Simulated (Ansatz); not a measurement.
The starting structures come from a database of crystals and need not be the phases stable at ambient conditions.

By PBEsol, the system below comes out a metal.

Without scattering a metal conducts by its projected Fermi surface.

Consider the following.

```xyz
2
Lattice="3.2995 0.0000 0.0000 0.0000 3.2995 0.0000 0.0000 0.0000 3.2995" Properties=species:S:1:pos:R:3 pbc="T T T"
Sc     1.6497     1.6497     1.6497
Pd     0.0000     0.0000     0.0000
```

The cell is taken as given; by PBEsol it stands under a pressure of -3.4 GPa.

The current flows along the normal of the first two printed cell vectors, the (001) plane of the conventional cell. No spin-orbit coupling; the value is a mean over 0.1 eV about the Fermi level.

### Question
Predict the ballistic conductance per area from PBEsol run with Ansatz (a first-principles code).

### Answer
0.86 × 10¹⁵ S/m² for both spins.
